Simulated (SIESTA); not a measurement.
SIESTA run on IrRu₃ (P6_3/mmc, 8 atoms in the cell): self-consistent single point.

Method: GGA PBEsol, numerical atomic orbitals DZP, PseudoDojo PBEsol standard norm-conserving potentials (rewritten from UPF to PSML) run with SIESTA 5.4.2.

The change in words: lattice scaled by 0.98. Reference geometry:
```yaml
crystal:
  lattice:
    - [5.30417, 0.00000, 0.00000]
    - [-2.65209, 4.59355, 0.00000]
    - [0.00000, 0.00000, 4.21235]
  atoms:
    - { symbol: Ru, position: [0.16581, 0.33162, 0.25000] }
    - { symbol: Ru, position: [0.83419, 0.66838, 0.75000] }
    - { symbol: Ru, position: [0.83419, 0.16581, 0.75000] }
    - { symbol: Ru, position: [0.16581, 0.83419, 0.25000] }
    - { symbol: Ru, position: [0.66838, 0.83419, 0.25000] }
    - { symbol: Ru, position: [0.33162, 0.16581, 0.75000] }
    - { symbol: Ir, position: [0.33333, 0.66667, 0.75000] }
    - { symbol: Ir, position: [0.66667, 0.33333, 0.25000] }
```

Reference input (self-consistent single point, DFT, GGA PBEsol, numerical atomic orbitals DZP, PseudoDojo PBEsol standard norm-conserving potentials (rewritten from UPF to PSML)): XC.functional = GGA; XC.authors = PBEsol; potentials = PseudoDojo PBEsol standard; PAO.BasisSize = DZP; PAO.EnergyShift = 0.01 Ry; MeshCutoff = 300 Ry; kgrid.MonkhorstPack = 5 5 5; OccupationFunction = MP; OccupationMPOrder = 0; ElectronicTemperature = 272 meV; MaxSCFIterations = 150; SCF.Mixer.Method = Pulay. This run's input differs from it in these lines:

```diff
@@ -10,7 +10,7 @@
 %endblock ChemicalSpeciesLabel
-LatticeConstant              5.304174 Ang
+LatticeConstant              5.198091 Ang
 %block LatticeVectors
      1.000000000    0.000000000    0.000000000
-    -0.500000000    0.866025323    0.000000000
-     0.000000000    0.000000000    0.794158148
+    -0.499999904    0.866025239    0.000000000
+     0.000000000    0.000000000    0.794158086
 %endblock LatticeVectors
```

Log, with long lists cut:

```
        iscf     Eharris(eV)        E_KS(eV)     FreeEng(eV)     dDmax    Ef(eV) dHmax(eV)
   scf:    1   -22643.058781   -22722.321655   -22722.504337  0.811618 -0.459979 12.778449
   scf:    2   -22736.042128   -22731.942705   -22732.122780  0.435542 -1.316295  4.860692
   scf:    3   -22735.025159   -22734.857041   -22735.061850  0.225165 -1.865776  4.962827
   scf:    4   -22736.906517   -22736.395145   -22736.602116  0.183079 -2.412608  0.157640
   scf:    5   -22736.391731   -22736.397299   -22736.604693  0.012809 -2.402097  0.206519
   [... 2 lines left out ...]
   scf:    8   -22736.399243   -22736.399207   -22736.606477  0.000523 -2.420739  0.001450
   scf:    9   -22736.399212   -22736.399210   -22736.606478  0.000057 -2.420747  0.001722
   scf:   10   -22736.399212   -22736.399211   -22736.606478  0.000040 -2.420778  0.001059
   scf:   11   -22736.399215   -22736.399213   -22736.606478  0.000080 -2.420898  0.000172
SCF Convergence by DM+H criterion
max |DM_out - DM_in|         :     0.0000801336
max |H_out - H_in|      (eV) :     0.0001721114
SCF cycle converged after 11 iterations

Using DM_out to compute the final energy and forces

siesta: E_KS(eV) =           -22736.3992

siesta: E_KS - E_eggbox =    -22736.3992

siesta: Atomic forces (eV/Ang):
     1    0.000142   -0.044677    0.000000
     2   -0.000142    0.044677    0.000000
     3    0.038587   -0.022277    0.000000
     4   -0.038587    0.022277   -0.000000
     5    0.038762    0.022213    0.000000
     6   -0.038762   -0.022213   -0.000000
     7    0.000101   -0.000057   -0.000000
     8   -0.000101    0.000057   -0.000000
   Tot   -0.000000   -0.000000    0.000000
   Max    0.044677
   Res    0.022318    sqrt( Sum f_i^2 / 3N )
   Max    0.044677    constrained

   [... lines left out ...]
siesta: FreeEng =    -22736.606478
siesta: Cell volume =         96.598225 Ang**3
siesta:         529.27233257        527.04711689  kBar
   [... lines left out ...]

             -0.159  -0.140  -0.151

mulliken: Qtot =      130.000

Mulliken Atomic Populations:
Atom #   charge [q] valence [e]  Species
     1    -0.087243   16.087243  Ru
     2    -0.087243   16.087243  Ru
     3    -0.087233   16.087233  Ru
     4    -0.087233   16.087233  Ru
     5    -0.087243   16.087243  Ru
     6    -0.087243   16.087243  Ru
     7     0.261720   16.738280  Ir
     8     0.261720   16.738280  Ir
 Total    -0.000000
```

The run converged in 11 iterations. Against the reference run the free energy goes up by 170 meV/atom, the pressure goes from 20.36 to 52.93 GPa and the largest force goes from 0.011 to 0.045 eV/Å.

The starting cell comes from a database of computed structures (which also holds hypothetical and non-ambient phases and stackings), without a prior relaxation at this level. Its lattice was rescaled by a random factor within 2.5 % of one. For this run, on top of that: lattice scaled by 0.98. Spin polarisation is off. Values carry the incompleteness of an atom-centred basis. With a pressure of about 53 GPa the cell is away from its equilibrium volume at this level.

Cost on one core of a shared machine: roughly 2 min.
